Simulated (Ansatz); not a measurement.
Take LiNbO$_{2}$ (space group P6_3/mmc, No. 194; a = 2.8921 Å, c = 10.3926 Å) as the base.

Method: PBEsol (Ansatz, a program for electronic structure; PAW; 420 eV plane waves; no spin-orbit coupling).

Base values:

| Property | Value |
|---|---|
| Gap between the host's bands | 1.66 eV |
| Gap character | direct at Γ |

Modification: 1.51 electrons added to each cell, a density of 2.0×10^22 cm⁻³, with a uniform compensating background at fixed cell and a 300 K Fermi–Dirac width.

Question: Estimate the effect on the gap between the host's bands, Fermi level from band edge, largest internal atomic displacement and gap character.

Answer: The gap between the host's bands drops by 0.268 eV to 1.40 eV; the Fermi level relative to the doped band's edge (positive inside the band; to 0.05 eV) amounts to +0.60 eV; the largest internal atomic displacement amounts to 0.133 Å; the gap character becomes indirect, K → k = (0.111, 0.111, 0) in the run's primitive reciprocal basis (base: direct at Γ).

Carriers are added with a uniform compensating background; total energy and stress of such cells depend on the potential's zero and are not compared; many-body gap narrowing is missing at this level. Stability against distortions was not tested.
